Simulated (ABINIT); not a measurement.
# Short convergence ladders for SnTe (I4mm, 2 atoms in the cell)

```yaml
crystal:
  lattice:
    - [0.00000, 3.14420, 3.14420]
    - [3.14420, 0.00000, 3.14420]
    - [3.14420, 3.14420, 0.00000]
  atoms:
    - { symbol: Sn, position: [0.00795, 0.00795, 0.99205] }
    - { symbol: Te, position: [0.50000, 0.50000, 0.50000] }
```

Base method: PBEsol, PAW (JTH v2.0 PBE PAW, files made for PBE) (plane waves; ABINIT).

Base settings: pseudos = [Sn.GGA_PBE-JTH.xml, Te.GGA_PBE-JTH.xml]; ecut = 20 Ha; pawecutdg = 40 Ha; ixc = -116133; occopt = 3; tsmear = 0.01 eV; ngkpt = 3 3 3; nshiftk = 1; shiftk = 0 0 0; potentials = JTH v2.0 PBE PAW.

**The width of Fermi-Dirac smearing**

The mesh stays at the base's, so the ladder's end is converged at best in this setting alone.

Only quantities that move along the ladder and can be compared are tabulated.

These are the values that this program gave, and no reference: the one-centre exchange-correlation terms come from a truncated expansion.

| tsmear | free energy less the last step's (meV/atom) | pressure (GPa) | largest difference of a force vector from the last step's (eV/Å) |
|---|---|---|---|
| 1 eV | -700.17 | 2.28 | 0.119 |
| 0.5 eV | -110.47 | -0.35 | 0.054 |
| 0.2 eV | -3.88 | -0.20 | 0.006 |
| 0.1 eV | -0.04 | -0.13 | 0.000 |
| 0.02 eV | 0.00 | -0.13 | 0.000 |

Widest tsmear that holds the pressure within 0.1 GPa of the last step, with all finer ones: 0.2 eV; the step before is off by 0.22 GPa.

Widest tsmear that holds the free energy within 0.5 meV/atom of the last step, with all finer ones: 0.1 eV; the step before is off by 3.9 meV/atom.

Widest tsmear that holds the forces within 0.01 eV/Å of the last step, with all finer ones: 0.2 eV; the step before is off by 0.054 eV/Å.

**The setting tolerance**

The mesh stays at the base's, so the ladder's end is converged at best in this setting alone.

Only quantities that move along the ladder and can be compared are tabulated.

These are the values that this program gave, and no reference: the one-centre exchange-correlation terms come from a truncated expansion.

```csv
tolvrs,pressure (GPa)
1e-05,-0.20
1e-07,-0.13
1e-09,-0.13
1e-10,-0.13
1e-14,-0.13
```

Coarsest tolvrs that holds the pressure within 0.05 GPa of the last step, with all finer ones: 1e-07; the step before is off by 0.07 GPa.

On the base run: the starting cell has typed, rounded lattice constants, without a prior relaxation at this level. Its lattice was rescaled by up to half a per cent. One atom was moved a little off its site on purpose. The potentials were made for another functional than the one used.

Left out of this page: 7 runs of the series with a known weakness of the program.
